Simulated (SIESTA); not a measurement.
Input and output of a self-consistent single point for Pt₃Ti (Pm-3m, 4 atoms in the cell) (SIESTA).

Method: LDA PW92, numerical atomic orbitals DZP, PseudoDojo LDA standard norm-conserving potentials (rewritten from UPF to PSML) in SIESTA 5.4.2.

```yaml
crystal:
  lattice:
    - [3.92000, 0.00000, 0.00000]
    - [0.00000, 3.92000, 0.00000]
    - [0.00000, 0.00000, 3.92000]
  atoms:
    - { symbol: Ti, position: [0.00000, 0.00000, 0.00000] }
    - { symbol: Pt, position: [0.00000, 0.50000, 0.50000] }
    - { symbol: Pt, position: [0.50000, 0.00000, 0.50000] }
    - { symbol: Pt, position: [0.50000, 0.50000, 0.00000] }
```

Reference input (self-consistent single point, DFT, GGA PBE, numerical atomic orbitals DZP, PseudoDojo PBE standard norm-conserving potentials (rewritten from UPF to PSML)): XC.functional = GGA; XC.authors = PBE; potentials = PseudoDojo PBE standard; PAO.BasisSize = DZP; PAO.EnergyShift = 0.01 Ry; MeshCutoff = 400 Ry; kgrid.MonkhorstPack = 6 6 6; OccupationFunction = FD; ElectronicTemperature = 0.1 eV; MaxSCFIterations = 150; SCF.Mixer.Method = Pulay; SCF.Mixer.Weight = 0.25. This run's input differs from it in these lines:

```diff
@@ -1,2 +1,2 @@
-# files in the folder: Ti.psml Pt.psml (PseudoDojo PBE standard)
+# files in the folder: Ti.psml Pt.psml (PseudoDojo LDA standard)
 SystemName  Pt3Ti
@@ -24,4 +24,4 @@
 
-XC.functional                GGA
-XC.authors                   PBE
+XC.functional                LDA
+XC.authors                   PW92
 PAO.BasisSize                DZP
```

Output, abridged:

```
        iscf     Eharris(eV)        E_KS(eV)     FreeEng(eV)     dDmax    Ef(eV) dHmax(eV)
   scf:    1   -12065.038558   -12215.418134   -12215.574473  1.235303 -1.034921 28.845864
   scf:    2   -12165.414673   -12260.501634   -12260.517158  1.410582 -2.012840 29.229090
   scf:    3   -12285.369573   -12274.383664   -12274.390279  0.226630 -2.004231 17.868505
   scf:    4   -10714.593351   -11787.126609   -11787.358678  1.151085 -3.467498120.399671
   scf:    5   -12365.352566   -12281.154654   -12281.268829  0.968986 -2.639698  5.833935
   [... 6 lines left out ...]
   scf:   12   -12283.010590   -12283.003226   -12283.068016  0.003718 -2.696089  0.270942
   scf:   13   -12283.010555   -12283.008310   -12283.070895  0.004343 -2.688892  0.011452
   scf:   14   -12283.008146   -12283.008230   -12283.070901  0.000162 -2.689184  0.000527
   scf:   15   -12283.008217   -12283.008223   -12283.070901  0.000010 -2.689203  0.000319
SCF Convergence by DM+H criterion
max |DM_out - DM_in|         :     0.0000102794
max |H_out - H_in|      (eV) :     0.0003194152
SCF cycle converged after 15 iterations

Using DM_out to compute the final energy and forces

siesta: E_KS(eV) =           -12283.0082

siesta: E_KS - E_eggbox =    -12283.0082

siesta: Atomic forces (eV/Ang):
     1   -0.000000   -0.000000   -0.000000
     2    0.000000    0.000000   -0.000000
     3    0.000000    0.000000   -0.000000
     4    0.000000    0.000000    0.000000
   Tot    0.000000    0.000000    0.000000
   Max    0.000000
   Res    0.000000    sqrt( Sum f_i^2 / 3N )
   Max    0.000000    constrained

Stress tensor Voigt[x,y,z,yz,xz,xy] (kbar):      119.67      119.67      119.67       -0.00        0.00       -0.00
(Free)E + p*V (eV/cell)   -12287.5700
   [... lines left out ...]
siesta: FreeEng =    -12283.070901
   [... lines left out ...]
siesta:     0.074691   -0.000000    0.000000
siesta:    -0.000000    0.074691    0.000000
siesta:     0.000000   -0.000000    0.074691

siesta: Cell volume =         60.236288 Ang**3

siesta: Pressure (static):
siesta:                Solid            Molecule  Units
siesta:          -0.00081348         -0.00081348  Ry/Bohr**3
siesta:          -0.07469057         -0.07469057  eV/Ang**3
siesta:        -119.66748886       -119.66748886  kBar
```

The run converged in 15 iterations. Against the reference run the pressure goes from 2.18 to -11.97 GPa.

The starting cell has typed, rounded lattice constants, without a prior relaxation at this level. Spin polarisation is off. Values carry the incompleteness of an atom-centred basis. With a pressure of about -12 GPa the cell is away from its equilibrium volume at this level.

Cost on one core of a shared machine: roughly 70 s.
